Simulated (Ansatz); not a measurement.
TiO2: band gap against strain

TiO2 (anatase, I4_1/amd, 11.312 Å³/atom at rest, c along z) under a strain ε along c (axis z), the other axes held. PBEsol in Ansatz, a plane-wave DFT program (PAW, default set), 420 eV, 12×12×12 Γ-centred mesh, Fermi-Dirac smearing 0.05 eV; ions are relaxed within the symmetry of each cell. Gaps are the smallest over the k-mesh and a band path, without spin-orbit coupling; in all rows the valence edge lies at about 1.0 Å⁻¹ from Γ and the conduction edge at Γ.

Here s stands for strain and Eg for gap.

| strain (%) | gap (eV) |
|---|---|
| -3.00 | ? |
| -1.80 | 2.05 |
| -1.20 | 2.07 |
| -0.60 | 2.09 |
| 0.00 | 2.11 |

Taking a straight line for Eg over the 4 complete rows: Means: s -0.90000, Eg 2.080. About the means, the sum of products is 0.060000 and the sum of squares of s is 1.8000; the slope is their ratio. Least squares gives Eg = 2.110 + 0.0333·s. Residuals (row less fit): 0.000, 0.000, 0.000, 0.000; standard error 0.000 (degrees of freedom: 2). Over these rows the gap moves by 3.3 ± 0.2 eV per unit strain.

Task: Predict the withheld Eg at s = -3.00 from the fit, and compare with the calculation.

Result: Eg = 2.110 + 0.0333 × (-3.0) = 2.010 eV. The calculation gives 2.01 eV, which the fit meets to the printed digits. The row lies outside the fitted rows, so this is an extrapolation. The fitted rows scatter only by rounding.

The primitive cell can neither tilt nor turn polar against its symmetry, as such crystals can under strain. TiO2 is here one of several forms; rutile is the usual stable one. Rows are the converged runs of the series near zero and its far end; series whose fitted rows scatter by over a few per cent of the range, as at a crossing or softening among them, aren't shown in this form. Most that stay on the fit to the last digits aren't either.
